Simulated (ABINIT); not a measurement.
ABINIT run on ScGa₅Fe (P4/mmm, 7 atoms in the cell): self-consistent single point.

Computed with PBEsol, norm-conserving pseudopotentials (PseudoDojo nc-sr-04 PBEsol standard) (plane waves; ABINIT 10.0.3).

The change in words: lattice scaled by 0.98. Reference geometry:
```xyz
7
Lattice="4.1175 0.0000 0.0000 0.0000 4.1175 0.0000 0.0000 0.0000 6.6047" Properties=species:S:1:pos:R:3 pbc="T T T"
Sc     0.0000     0.0000     0.0000
Ga     0.0000     2.0587     2.0213
Ga     0.0000     2.0587     4.5834
Ga     2.0587     0.0000     2.0213
Ga     2.0587     0.0000     4.5834
Ga     2.0587     2.0587     0.0000
Fe     0.0000     0.0000     3.3024
```

Reference input (self-consistent single point, DFT, PBEsol, plane waves, norm-conserving pseudopotentials (PseudoDojo nc-sr-04 PBEsol standard)): pseudos = [Sc.upf, Ga.upf, Fe.upf]; ecut = 45 Ha; occopt = 7; tsmear = 0.2 eV; ngkpt = 5 5 3; nshiftk = 1; shiftk = 0 0 0; potentials = PseudoDojo nc-sr-04 PBEsol standard; nband = 58; kptopt = 1; nstep = 60; tolvrs = 1e-11. This run's input differs from it in these lines:

```diff
@@ -5,5 +5,5 @@
 rprim
-         4.1174580000    0.0000000000    0.0000000000
-         0.0000000000    4.1174580000    0.0000000000
-         0.0000000000    0.0000000000    6.6047430000
+         4.0351090000    0.0000000000    0.0000000000
+         0.0000000000    4.0351090000    0.0000000000
+         0.0000000000    0.0000000000    6.4726480000
 natom 7
```

Output (repeated stretches shortened):

```
--- !BeginCycle
solver: {iscf: 7, nstep: 60, nline: 4, wfoptalg: 0, }
tolerances: {tolvrs: 1.00E-11, }
...

     iter   Etot(hartree)      deltaE(h)  residm     vres2
 ETOT  1  -549.83885877782    -5.498E+02 3.754E-01 6.460E+03
 ETOT  2  -549.00628260770     8.326E-01 4.610E-02 6.369E+04
 ETOT  3  -554.86388434478    -5.858E+00 3.656E-02 7.260E+03
 ETOT  4  -554.24774798981     6.161E-01 8.972E-02 1.095E+04
 ETOT  5  -554.92934484734    -6.816E-01 2.213E-02 5.771E+03
   [... 8 lines left out ...]
 ETOT 14  -555.40884530951    -4.518E-10 3.911E-04 3.061E-07
 ETOT 15  -555.40884530954    -2.376E-11 3.921E-04 1.488E-09
 ETOT 16  -555.40884530956    -1.694E-11 2.319E-04 3.050E-10
 ETOT 17  -555.40884530952     3.547E-11 2.275E-04 6.496E-12
 At SCF step   17       vres2   =  6.50E-12 < tolvrs=  1.00E-11 =>converged.

 Cartesian components of stress tensor (hartree/bohr^3)
  sigma(1 1)= -1.58965558E-04  sigma(3 2)=  0.00000000E+00
  sigma(2 2)= -1.58965558E-04  sigma(3 1)=  0.00000000E+00
  sigma(3 3)= -1.96723167E-04  sigma(2 1)=  0.00000000E+00

 ----iterations are completed or convergence reached----

 reduced coordinates (array xred) for    7 atoms
       0.000000000000      0.000000000000      0.000000000000
       0.000000000000      0.500000000000      0.306040000000
       0.000000000000      0.500000000000      0.693960000000
       0.500000000000      0.000000000000      0.306040000000
       0.500000000000      0.000000000000      0.693960000000
       0.500000000000      0.500000000000      0.000000000000
   [... lines left out ...]
 Fermi (or HOMO) energy (eV) =   8.43923   Average Vxc (eV)= -12.30350
   [... lines left out ...]
total_energy        : -5.55408845309520E+02
total_energy_eV     : -1.51134432889567E+04
band_energy         : -2.96821736098015E+01
...

-Cartesian components of stress tensor (GPa)         [Pressure=  5.0472E+00 GPa]
- sigma(1 1)= -4.67692739E+00  sigma(3 2)=  0.00000000E+00
- sigma(2 2)= -4.67692739E+00  sigma(3 1)=  0.00000000E+00
- sigma(3 3)= -5.78779441E+00  sigma(2 1)=  0.00000000E+00

 Calculation completed.
```

The run converged in 17 iterations. Against the reference run the free energy rises by 8.3 meV/atom, the pressure goes from -1.87 to 5.05 GPa and the largest force goes from 0.092 to 0.323 eV/Å.

The starting cell comes from a database of computed structures (which also holds hypothetical and non-ambient phases and stackings), without a prior relaxation at this level. Its lattice was rescaled by a random factor within 2.5 % of one. For this run, on top of that: lattice scaled by 0.98. Spin polarisation is off. With a pressure of about 5 GPa the cell is away from its equilibrium volume at this level.

Cost on one core of a shared machine: roughly 6 min.
